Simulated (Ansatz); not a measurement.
## Parameter sweep on B₃Ru₂ (P6_3/mmc, 10 atoms in the cell)

```
B3Ru2
1.0
    2.90510     0.00000     0.00000
   -1.45255     2.51589     0.00000
    0.00000     0.00000    12.81250
Ru B
4 6
Direct
  0.33333   0.66667   0.13985
  0.66667   0.33333   0.63985
  0.33333   0.66667   0.36015
  0.66667   0.33333   0.86015
  0.33333   0.66667   0.97220
  0.66667   0.33333   0.47220
  0.33333   0.66667   0.52780
  0.66667   0.33333   0.02780
  0.33333   0.66667   0.75000
  0.66667   0.33333   0.25000
```

Base run A: r2SCAN, default PAW files made with PBE (Ansatz, a first-principles code), self-consistent single point.

Its settings: kpoints.mp_grid.grid = 10 10 2; hamiltonian.xc = r2scan; hamiltonian.pseudopotentials = {kind: paw} (the program's default PAW files); scf.occupations.method = gaussian; scf.occupations.width = 0.0037 Ry.

The starting cell comes from a database of published, mostly measured structures (it also holds non-ambient and calculated ones), without a prior relaxation at this level. Spin polarisation is off. Ansatz's pressure includes its estimate of the finite-basis (Pulay) stress.

ΔF is the free energy per atom less that of run A. 

Run A gave: pressure (GPa) -0.50; largest force (eV/Å) 0.757; TS (meV/atom) 0.1; k-points 28.

Runs:
- B: kpoints.mp_grid.grid, scf.occupations.width = 7 7 2, 0.0022 Ry
- C: kpoints.mp_grid.grid, scf.occupations.width = 7 7 2, 0.0073 Ry
- D: kpoints.mp_grid.grid, scf.occupations.width = 7 7 2, 0.022 Ry
- E: kpoints.mp_grid.grid, scf.occupations.width = 9 9 2, 0.0022 Ry
- F: kpoints.mp_grid.grid, scf.occupations.width = 9 9 2, 0.0073 Ry
- G: kpoints.mp_grid.grid, scf.occupations.width = 9 9 2, 0.022 Ry
- H: kpoints.mp_grid.grid, scf.occupations.width = 10 10 2, 0.0022 Ry
- I: kpoints.mp_grid.grid, scf.occupations.width = 10 10 2, 0.0073 Ry
- J: kpoints.mp_grid.grid, scf.occupations.width = 10 10 2, 0.022 Ry
- K: kpoints.mp_grid.grid, scf.occupations.width = 12 12 3, 0.0022 Ry
- L: kpoints.mp_grid.grid, scf.occupations.width = 12 12 3, 0.0073 Ry
- M: kpoints.mp_grid.grid, scf.occupations.width = 12 12 3, 0.022 Ry

What does run K change against A?

The free energy goes up by 2.7 meV/atom, the pressure stays near -0.47 GPa while the zz stress (positive for compression) goes from -1.06 to -0.53 GPa and the largest force goes from 0.757 to 0.720 eV/Å.

What does run J change against A?

The free energy drops by 3.6 meV/atom, the pressure goes from -0.50 to -0.37 GPa and the largest force moves little (0.757 to 0.754 eV/Å).

```
run  ΔF (meV/atom)  pressure (GPa)  largest force (eV/Å)  TS (meV/atom)  k-points
---  -------------  --------------  --------------------  -------------  --------
A             0.00           -0.50                 0.757            0.1        28
B              6.4           -0.29                 0.739            0.1        16
C              6.0           -0.28                 0.740            1.0        16
D             0.87           -0.18                 0.740           11.3        16
E             0.33           -0.48                 0.749            0.2        24
F            -0.23           -0.48                 0.745            1.0        24
G             -4.1           -0.40                 0.741            8.8        24
H             0.03           -0.50                 0.756            0.0        28
I            -0.20           -0.49                 0.758            0.6        28
J             -3.6           -0.37                 0.754            8.7        28
K              2.7           -0.47                 0.720            0.2        38
L              2.1           -0.46                 0.721            1.2        38
M             -2.7           -0.34                 0.730           10.4        38
```

Keys are those of Ansatz 0.2.
